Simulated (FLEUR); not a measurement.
Input and output of a self-consistent single point for NiO (Fm-3m, 4 atoms in the cell) (FLEUR).

Method: PBE, all-electron FLAPW (FLEUR), scalar-relativistic valence.

The change in words: lattice scaled by 0.98. Reference geometry:
```
NiO
1.0
    4.28157     2.14079     2.14079
    2.14079     4.28157     2.14079
    2.14079     2.14079     4.28157
Ni O
2 2
Direct
  0.00000   0.00000   0.00000
  0.50000   0.50000   0.50000
  0.25000   0.25000   0.25000
  0.75000   0.75000   0.75000
```
Moments meant for the start (each program seeds them in its own way; μB, in the order of the atoms Ni Ni O O): 2.0 -2.0 0.0 0.0.

Reference input (self-consistent single point, DFT, PBE, all-electron FLAPW (FLEUR), scalar-relativistic valence): Kmax = 4.5 1/bohr; GmaxXC = 18 1/bohr; xcFunctional = pbe; jspins = 2; l_soc = F; mode = hist; fermiSmearingEnergy = 0.00183747 Htr; mesh (inpgen div1-3) = 7 7 7; inpgen gamma flag = false; Gmax = 18 1/bohr; numbands = 0; maxIterBroyd = 40. This run's input differs from it in these lines:

```diff
@@ -3,5 +3,5 @@
 &input film=f /
-4.2815740000 2.1407870000 2.1407870000
-2.1407870000 4.2815740000 2.1407870000
-2.1407870000 2.1407870000 4.2815740000
+4.1959430000 2.0979710000 2.0979710000
+2.0979710000 4.1959430000 2.0979710000
+2.0979710000 2.0979710000 4.1959430000
 1.8897261246
@@ -45,5 +45,5 @@
          <bravaisMatrix>
-            <row-1>    8.0910022422081198     4.0455011211040599     4.0455011211040599</row-1>
-            <row-2>    4.0455011211040599     8.0910022422081198     4.0455011211040599</row-2>
-            <row-3>    4.0455011211040599     4.0455011211040599     8.0910022422081198</row-3>
+            <row-1>    7.9291831044324965     3.9645906073531858     3.9645906073531858</row-1>
+            <row-2>    3.9645906073531858     7.9291831044324965     3.9645906073531858</row-2>
+            <row-3>    3.9645906073531858     3.9645906073531858     7.9291831044324965</row-3>
          </bravaisMatrix>
```

The program printed (abridged):

```
 Iteration:     1   Distance:      35.68743921 me/bohr^3
 Iteration:     2   Distance:      32.99044015 me/bohr^3
 Iteration:     3   Distance:      18.50098815 me/bohr^3
 Iteration:     4   Distance:      16.23641414 me/bohr^3
 Iteration:     5   Distance:      12.59426416 me/bohr^3
   [... 13 lines left out ...]
 Iteration:    19   Distance:       0.00002813 me/bohr^3
 Iteration:    20   Distance:       0.00001992 me/bohr^3
 Iteration:    21   Distance:       0.00001103 me/bohr^3
 Iteration:    22   Distance:       0.00000203 me/bohr^3
 Run finished successfully
 Stop message:
   Structural relaxation: Done

[file out, last iteration]
             iter=     23
[...]
          total density-effective poten   -5.0581521926E+03
          total charge density-energy d   -1.4428054251E+02
 Updated energy parameters for spin:           1
 Updated energy parameters for spin:           2
[...]
 fermi energy and band-weighting factors:
    1.078209    1.095563

[...]
FERMIE:
          first approx. to ef    (T=0)  :   0.308717 htr   (energy of the highest occ. eigenvalue)
          number of occ. states  (T=0)  :       1936
          first approx. to seigv (T=0)  : -19.698093 htr
          sum of weights of occ. states :  44.000000
          sum of semicore charge        :   0.000000 e
FERHIS:  Fermi-Energy by histogram:
   [... lines left out ...]
          bandgap                     :   0.038617 htr
          charge neutrality (T=0)     :   0.000000    (zero if the highest occ. eigenvalue is "entirely" occupied)
 Direct bandgap for spin            1 :    4.2003971913343485E-002  Htr
 Direct bandgap for spin            2 :    4.2003971912863092E-002  Htr
 ---->    free energy=                     -3192.1033731366 htr
   [... lines left out ...]
 TOTAL FORCE FOR ATOM TYPE=  1  X=  0.000   Y=  0.000   Z=  0.000
                       FX_TOT= 0.000000 FY_TOT= 0.000000 FZ_TOT= 0.000000
 TOTAL FORCE FOR ATOM TYPE=  2  X=  7.929   Y=  7.929   Z=  7.929
                       FX_TOT= 0.000000 FY_TOT= 0.000000 FZ_TOT= 0.000000
 TOTAL FORCE FOR ATOM TYPE=  3  X=  3.965   Y=  3.965   Z=  3.965
                       FX_TOT= 0.000000 FY_TOT= 0.000000 FZ_TOT= 0.000000
 Structural relaxation: Done
```

The run converged in 22 iterations. FLEUR gives forces in its relaxation mode, with a further iteration, so its stop message speaks of a relaxation. Against the reference run the free energy goes down by 17.8 meV/atom and the gap on the mesh goes from 1.028 to 1.051 eV.

The starting cell has typed, rounded lattice constants, without a prior relaxation at this level. Its lattice was rescaled by a random factor within 2.5 % of one. For this run, on top of that: lattice scaled by 0.98. The magnetic order is the one reached from the typed start; others were not searched systematically. Values depend on the basis (sphere radii, cutoffs, local orbitals), which need not be converged.

Cost on one core of a shared machine: roughly 7 min.
